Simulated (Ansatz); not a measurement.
# InAs: pressure series

Consider InAs in the zinc blende structure (space group F-43m, No. 216; a = 6.0873 Å).

Cell and atoms are relaxed at each pressure.

Level of theory: PBEsol/PAW in Ansatz (a program for electronic structure), no spin-orbit coupling.

Notes on the quantities. enthalpy: H = E + PV relative to the base's energy.

| case | enthalpy | lattice parameter a |
|---|---|---|
| base | – | 6.087 Å |
| pressure −2 GPa | -0.36 eV/atom | 6.168 Å |
| pressure −1 GPa | -0.18 eV/atom | 6.126 Å |
| pressure 0.9 GPa | +0.16 eV/atom | 6.056 Å |
| pressure 2.1 GPa | +0.36 eV/atom | 6.017 Å |
| pressure 4.5 GPa | +0.76 eV/atom | 5.950 Å |
| pressure 9 GPa | +1.48 eV/atom | (withheld) |
| pressure 15 GPa | +2.39 eV/atom | 5.737 Å |
| pressure 22.5 GPa | +3.46 eV/atom | 5.631 Å |
| pressure 30 GPa | +4.49 eV/atom | 5.544 Å |

Q: Fill in the withheld entries from the trend.

A: 
- pressure 9 GPa, lattice parameter a: 5.846 Å

A case with no gap was solved on a k-mesh chosen for an insulator, which is coarse for it. Load acts through the strain it causes; cell and atoms are relaxed under it. No phonon test of stability was made. All final runs are without spin polarisation. Measured, InAs leaves this structure (for rock salt) near 7 GPa (temperature not stated; as listed in Datta, Sujoy, Jana, Debnarayan, arXiv (2020)).
